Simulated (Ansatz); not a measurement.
The starting structures come from a database of crystals and need not be the phases stable at ambient conditions.

Data:

```xyz
12
Lattice="6.8789 0.0000 0.0000 2.9249 6.8326 0.0000 -2.4924 -1.3132 8.1725" Properties=species:S:1:pos:R:3 pbc="T T T"
K      2.5791     0.2142     7.2760
K      4.7323     5.3052     0.8965
K      5.7047     2.7770     5.5600
K      1.6067     2.7423     2.6125
Ge     2.0115     5.5352     5.5877
Ge     5.2999    -0.0159     2.5849
Se     2.3245     3.2660     5.8493
Se     4.9869     2.2533     2.3233
Se    -0.8122     0.0633     7.4476
Se     8.1236     5.4561     0.7250
Se     6.8253     5.8828     4.3717
Se     0.4861    -0.3635     3.8009
```

Space group of this cell: P-1. The cell is taken as given.

Transport runs along the normal of the first two printed cell vectors.

The gap is the functional's own, uncorrected, and κ follows it; spin-orbit coupling is left out. Mid-gap values are interpolated between the computed energies.

### Question
Give the band gap and the smallest decay constant κ at mid-gap that Ansatz (an electronic-structure program) with r2SCAN yields.

### Answer
Gap 2.11 eV on a 6×6×4 mesh; κ = 0.244 1/Å, at the zone centre.
